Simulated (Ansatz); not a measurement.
Consider a 16-atom supercell of KF in the rock salt structure (space group Fm-3m, No. 225) at its relaxed geometry.

```yaml
crystal:
  lattice:
    - [0.00000, 5.42078, 5.42078]
    - [5.42078, 0.00000, 5.42078]
    - [5.42078, 5.42078, 0.00000]
  atoms:
    - { symbol: F, position: [0.00000, 0.00000, 0.00000] }
    - { symbol: F, position: [0.00000, 0.00000, 0.50000] }
    - { symbol: F, position: [0.00000, 0.50000, 0.00000] }
    - { symbol: F, position: [0.00000, 0.50000, 0.50000] }
    - { symbol: F, position: [0.50000, 0.00000, 0.00000] }
    - { symbol: F, position: [0.50000, 0.00000, 0.50000] }
    - { symbol: F, position: [0.50000, 0.50000, 0.00000] }
    - { symbol: F, position: [0.50000, 0.50000, 0.50000] }
    - { symbol: K, position: [0.25000, 0.25000, 0.25000] }
    - { symbol: K, position: [0.25000, 0.25000, 0.75000] }
    - { symbol: K, position: [0.25000, 0.75000, 0.25000] }
    - { symbol: K, position: [0.25000, 0.75000, 0.75000] }
    - { symbol: K, position: [0.75000, 0.25000, 0.25000] }
    - { symbol: K, position: [0.75000, 0.25000, 0.75000] }
    - { symbol: K, position: [0.75000, 0.75000, 0.25000] }
    - { symbol: K, position: [0.75000, 0.75000, 0.75000] }
```

Level of theory: PBE, PAW, 420 eV (Ansatz, an electronic-structure program; no SOC).

Base values:

| Quantity | Value |
|---|---|
| Pressure | 0.0 GPa |

Now apply this change: one H atom is added in an open site, starting 1.92 Å from the nearest host atom, atoms relaxed at fixed cell, starting from a slightly rattled geometry.

**Question.** What happens to the final site of the added atom?

**Answer.** The final site of the added atom is 4 K at 2.42 Å (tetrahedral).

**Question.** How does this affect the largest displacement of a host atom from its site in the perfect cell?

**Answer.** The largest displacement of a host atom from its site in the perfect cell amounts to 0.07 Å.

**Question.** Predict the new pressure.

**Answer.** The pressure goes from zero to 0.8 GPa.

The magnetic state is the one reached from the starting moments; the real material's order can differ, and small cells can't hold many antiferromagnetic ones. In so small a cell the defect repeats every few ångströms: this is an ordered compound, not a dilute defect. The defect cell is spin-polarised and ends with 1.0 μB.
